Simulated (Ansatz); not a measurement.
MgO (P6₃mc, No. 186, 4 atoms in the cell; start mp-549706; a measured phase of this formula has another space group), treated with PBEsol (Ansatz, a program for electronic structure, plane waves, PAW).

Settings: plane-wave cutoff 520 eV, 12×12×8 k mesh (along the axes of the cell as run), perturbation theory, scalar-relativistic PAW data made under PBE.

Computed at the level's own relaxed cell.

```xyz
4
Lattice="3.3028 0.0000 0.0000 -1.6514 2.8603 0.0000 0.0000 0.0000 5.0209" Properties=species:S:1:pos:R:3 pbc="T T T"
Mg     0.0000     1.9068     0.0189
Mg     1.6514     0.9534     2.5293
O      0.0000     1.9068     2.0125
O      1.6514     0.9534     4.5230
```

Harmonic phonon frequencies (cm⁻¹; i marks an imaginary mode; at Γ without the LO shift):

```
q point                                      frequencies
-------  -----------------------------------------------
Γ              0 0 0 191 191 430 432 517 517 517 520 520
M        144 234 273 328 373 412 464 490 512 524 542 558
K        260 281 281 365 365 383 471 471 515 515 530 548
A        137 137 137 137 252 252 518 518 518 518 618 618
```

No imaginary mode appears at these points.

Note: the relaxation could not lower the start's symmetry, so the cell can be a saddle point above a distorted one.

A start named mp-… is a Materials Project structure, which need not be a measured phase.
